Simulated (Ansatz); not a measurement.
Consider a periodic stack without vacuum, hcp Ti (1 0 0) on zinc-blende InP (0 0 1) (film strained to the substrate, faces as cut): substrate slab In18P15, film Ti32, surface cells [[0, -1], [3, 1]] and [[2, 0], [1, 2]], film strained by -3.9 and +1.4 %, faces In/In and Ti/Ti as cut (like faces can put a slab off its formula). Its start:

```
CELL_PARAMETERS angstrom
      5.96000     0.00000     0.05679
      2.98000     8.94000    -0.07983
      2.52236     0.36596    26.11532
ATOMIC_POSITIONS crystal
  In 0.99074 0.95518 0.13047
  In 0.34492 0.27077 0.14539
  In 0.63671 0.63379 0.13324
  In 0.36232 0.15279 0.02251
  In 0.74745 0.32384 0.03730
  In 0.21000 0.58046 0.03124
  In 0.86946 0.96541 0.36500
  In 0.20938 0.28747 0.36514
  In 0.53278 0.62108 0.36276
  In 0.43014 0.95061 0.25173
  In 0.76345 0.29391 0.25068
  In 0.08383 0.62768 0.24946
  In 0.75193 0.79177 0.58338
  In 0.10404 0.31481 0.57702
  In 0.27884 0.61700 0.56143
  In 0.31825 0.96829 0.48277
  In 0.64947 0.28436 0.48500
  In 0.97066 0.62362 0.46746
  P  0.89590 0.01426 0.03636
  P  0.01240 0.42397 0.09068
  P  0.52657 0.73306 0.04211
  P  0.56525 0.12558 0.30666
  P  0.90282 0.45772 0.30813
  P  0.22290 0.79240 0.30797
  P  0.11622 0.11278 0.19447
  P  0.45550 0.46456 0.19416
  P  0.78651 0.79667 0.19047
  P  0.57117 0.17621 0.57425
  P  0.73927 0.50050 0.53839
  P  0.19430 0.91442 0.57588
  P  0.00837 0.12750 0.42442
  P  0.35556 0.45076 0.42227
  P  0.65142 0.80317 0.41903
  Ti 0.35898 0.04432 0.63413
  Ti 0.85490 0.05155 0.63382
  Ti 0.63681 0.53315 0.63506
  Ti 0.06809 0.55389 0.65948
  Ti 0.95110 0.28886 0.68143
  Ti 0.45600 0.30920 0.65828
  Ti 0.23418 0.78983 0.66202
  Ti 0.68927 0.80263 0.69051
  Ti 0.05061 0.02846 0.73289
  Ti 0.52385 0.07021 0.73151
  Ti 0.33442 0.56828 0.73611
  Ti 0.77488 0.55509 0.74956
  Ti 0.65516 0.30032 0.76244
  Ti 0.16379 0.33008 0.75958
  Ti 0.92639 0.79673 0.77320
  Ti 0.40823 0.81815 0.78025
  Ti 0.72225 0.06408 0.83375
  Ti 0.20759 0.08827 0.82887
  Ti 0.96433 0.57619 0.84642
  Ti 0.47682 0.57962 0.85031
  Ti 0.33748 0.33345 0.85305
  Ti 0.84284 0.32042 0.85936
  Ti 0.61760 0.81893 0.88285
  Ti 0.09790 0.86530 0.87815
  Ti 0.39871 0.08678 0.91800
  Ti 0.87706 0.10684 0.94386
  Ti 0.64073 0.60105 0.95758
  Ti 0.13145 0.62833 0.92934
  Ti 0.04376 0.35748 0.94599
  Ti 0.50612 0.35974 0.94326
  Ti 0.25254 0.87304 0.98186
  Ti 0.75619 0.85631 0.98411
```

The start was prepared with a machine-learned potential, and the result is one local minimum, with the in-plane cell held and forces under 0.04 eV/Å; the film can end far from its bulk form.

Computed with PBE (plane waves to 420 eV, PAW; Ansatz, a program for electronic structure). Spin–orbit coupling is left out; the runs are not spin-polarised; PBE gaps are too small against experiment. Its k-point mesh 5×3×1, Fermi–Dirac width 0.05 eV.

### Question
Predict the relaxed interface.

### Answer
| Property | Result |
|---|---|
| interface area | 53.3 Å² |
| period | 26.45 Å |
| gaps between the outermost planes at the two interfaces | 0.03 and 1.33 Å |
| In–Ti contacts across the interfaces within 1.22 times the sum of covalent radii | 29, mean 3.06 Å |
| P–Ti contacts across the interfaces within 1.22 times the sum of covalent radii | 17, mean 2.56 Å |
| estimate of the barrier | withheld, since the Fermi level falls at or inside a band of the host, which a slab this thin can't settle |
